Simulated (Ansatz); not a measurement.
Cubic perovskite KMgF3: LDA at its full settings (plane-wave cutoff 520 eV, 8×8×8 k mesh, Fermi–Dirac smearing 0.01 eV, scalar-relativistic PAW data made under PBE) and at cheaper ones, in a cell of 5 atoms with Γ-centred meshes.

```tsv
level and setting	lattice constant a (Å)	bulk modulus (GPa)
LDA (Ansatz)	3.908	86.2
LDA (Γ point alone) (Ansatz)	4.151	62.8
LDA (2×2×2 k mesh) (Ansatz)	3.910	86.2
LDA (4×4×4 k mesh) (Ansatz)	3.908	86.2
```

Largest shifts from the full settings: lattice constant a +6.22 % (LDA (Γ point alone)), against a difference of -2.06 % of the full result from the reference 3.990 Å (measured, room temperature, no zero-point or thermal correction; as tabulated in Vaitheeswaran et al. (2007), arXiv:cond-mat/0703621); bulk modulus -27 % (LDA (Γ point alone)), against a difference of +14.8 % of the full result from the reference 75.1 GPa (measured, room temperature, no zero-point or thermal correction, sources range from 71.2 to 75.1; as tabulated in Vaitheeswaran et al. (2007), arXiv:cond-mat/0703621).

Caveats: the relaxation could not lower the start's symmetry, so the cell can be a saddle point above a distorted one (LDA, LDA (Γ point alone), LDA (2×2×2 k mesh), LDA (4×4×4 k mesh)). Ansatz's density-functional and Hartree–Fock values are scalar-relativistic unless marked +SOC, with PAW data made under PBE.

Run with cheap settings on purpose, which may leave them unconverged: LDA (2×2×2 k mesh), LDA (4×4×4 k mesh), LDA (Γ point alone).

Ansatz is a program for electronic structure.
